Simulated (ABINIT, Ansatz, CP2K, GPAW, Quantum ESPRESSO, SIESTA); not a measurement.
## Code comparison for ZrIn₃ (I4/mmm, 4 atoms in the cell)

Self-consistent single point.

```xyz
4
Lattice="-2.1501 2.1501 4.9780 2.1501 -2.1501 4.9780 2.1501 2.1501 -4.9780" Properties=species:S:1:pos:R:3 pbc="T T T"
Zr     0.0000     0.0000     0.0000
In     2.1501     0.0000     2.4890
In     0.0000     2.1501     2.4890
In     0.0000     0.0000     4.9780
```

All programs got the same cell, k-point mesh and kind of occupations (in Ansatz's words: kpoints.mp_grid.grid = 7 7 7; scf.occupations.method = fermi_dirac; scf.occupations.width = 0.1 eV); potentials, basis and cutoffs are each program's usual ones.

```json
[
 {"code": "GPAW", "model": "PBEsol, GPAW PAW datasets PBEsol (made by gpaw-setup)", "pressure (GPa)": "-4.88", "k-points": "40", "cutoff": "550 eV"},
 {"code": "SIESTA", "model": "GGA PBEsol, numerical atomic orbitals DZP, PseudoDojo PBEsol standard norm-conserving potentials (rewritten from UPF to PSML)", "pressure (GPa)": "-5.07", "k-points": "172", "cutoff": "grid 300 Ry"},
 {"code": "ABINIT", "model": "PBEsol, norm-conserving pseudopotentials (PseudoDojo nc-sr-04 PBEsol standard)", "pressure (GPa)": "-4.05", "k-points": "40", "cutoff": "35 Ha"},
 {"code": "CP2K", "model": "PBEsol, GPW, DZVP-MOLOPT-SR-GTH basis, GTH-PBE potentials (GTH_POTENTIALS)", "pressure (GPa)": "-3.63", "k-points": "172", "cutoff": "grid 500 Ry"},
 {"code": "Ansatz", "model": "PBEsol, PAW files made with PBE", "pressure (GPa)": "-4.18", "k-points": "40", "cutoff": "default"},
 {"code": "Quantum ESPRESSO", "model": "PBEsol, PseudoDojo standard norm-conserving (PBESOL) pseudopotentials", "pressure (GPa)": "-4.06", "k-points": "40", "cutoff": "70 Ry"}
]
```

The spread over the programs that give each value: pressure within 1.44 GPa.

The starting cell comes from a database of computed structures (which also holds hypothetical and non-ambient phases and stackings), without a prior relaxation at this level. Its lattice was rescaled by a random factor within 2.5 % of one. On Ansatz's run: In the base run, with a pressure of about -4 GPa the cell is away from its equilibrium volume at this level.

Q: Why do the programs differ, and what cannot be compared?

A: Differences of this kind can come from the potentials, where these differ, and from what each basis and cutoff leave unconverged. The zero of total energies and Fermi levels follows the potentials and each program's conventions, so they are not compared here. SIESTA and CP2K use small atom-centred bases, whose incompleteness enters pressures, forces and empty levels differently from a plane-wave cutoff. Ansatz's pressure is given at a fixed set of plane waves, as the other plane-wave codes print theirs. The programs reduce the same mesh by symmetry to different extents, which changes the work and not the result.

Left out of this page: Elk and FLEUR (not drawn, or without a comparable value).

Ansatz is a quantum-chemistry and plane-wave program.

Keys are those of Ansatz 0.2.
